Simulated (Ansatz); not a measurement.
# Ga2O3: biaxial strain −4.63 %, plane normal [001], relaxed out of plane

The parent structure is Ga₂O₃ in the corundum structure (space group R-3c, No. 167; a = 4.985 Å, c = 13.442 Å (hexagonal axes)). Axes: x lies along a and z along c of the hexagonal cell.

One thing is altered: biaxial strain −4.63 %, plane normal [001], relaxed out of plane (Cartesian); in-plane vectors clamped, the third vector and the atoms free.

Computed with r2SCAN in Ansatz (plane waves to 500 eV, PAW, no SOC). Settings: 8×8×8 k-points, 0.05 eV Fermi–Dirac smearing.

The volume per atom shrinks by 0.555 Å³ to 9.09 Å³ and the shortest interatomic distance drops by 0.041 Å, from 1.925 Å to 1.884 Å. The energy goes up by 69 meV/atom and the pressure (mean of the normal stresses, compression positive) goes from zero to 174.2 kbar. The band gap goes up by 0.52 eV to 4.07 eV and the smallest direct gap increases by 0.376 eV to 4.18 eV. The width of the top valence band increases by 0.07 eV (0.46 eV → 0.53 eV) and the electron mass changes from 0.25 mₑ (at Γ) to 0.25 mₑ out of plane, 0.29 mₑ in plane (at Γ). The out-of-plane strain comes out as +3.61 % and the ratio −ε⊥/ε∥ is 0.78.

Masses are band curvatures over ±0.01 Å⁻¹ around the edge. Stability against distortions was not tested.

Ansatz is a program for electronic structure.
